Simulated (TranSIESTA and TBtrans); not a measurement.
Run with TranSIESTA and TBtrans (open boundaries, self-consistent; PseudoDojo norm-conserving potentials, scalar-relativistic): PAO.BasisSize DZP, PAO.EnergyShift 0.15 eV, XC.Authors PBE, Mesh.Cutoff 200 Ry, ElectronicTemperature 300 K, TS.Voltage 0.0 eV, TBT.Elecs.Eta 0.001 eV, no spin polarisation.

Device: Al chain with one H atom inserted. Leads: straight Al chain, spacing 2.328 Å. Geometry: 3 atoms about the centre moved by SIESTA (PBE, DZP) to a largest force of 0.01 eV/Å, all others as built, motion along the axis alone.

Give the largest eigenchannel transmissions at the Fermi level (four at most) and the total.

0.89, 0.89; total 1.79. The straight chain is held at its spacing; free chains may zigzag or dimerise. No spin-polarised start was tried, so a magnetic state, if there is one, is missed.
